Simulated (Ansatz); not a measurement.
Take CdS in the wurtzite structure (space group P6_3mc, No. 186; a = 4.196 Å, c = 6.830 Å) as the base.

Modification: the cell is scaled by 0.9700 in all directions, atoms relaxed at fixed cell.

Calculations: PBE in Ansatz (plane waves to 420 eV, PAW, no spin-orbit coupling).

Base, band edges from the VBM (valence, conduction): K -1.51, 4.75; H -1.03, 4.30; M -0.69, 3.62; L -1.23, 3.46; A -0.36, 2.76; Γ 0.00, 1.11 eV.

### Question
Give the band edges at the high-symmetry points of the new zone, measured from its valence-band maximum.

### Answer
```csv
point,valence edge (eV),conduction edge (eV)
Γ,0.00,1.32
M,-0.82,3.82
K,-1.78,4.55
A,-0.43,2.95
L,-1.44,3.50
H,-1.22,4.48
```

The gap is 1.32 eV, direct at Γ.

The cells carry an imposed strain or load. Stability against distortions was not tested.

Ansatz is a program for electronic structure.
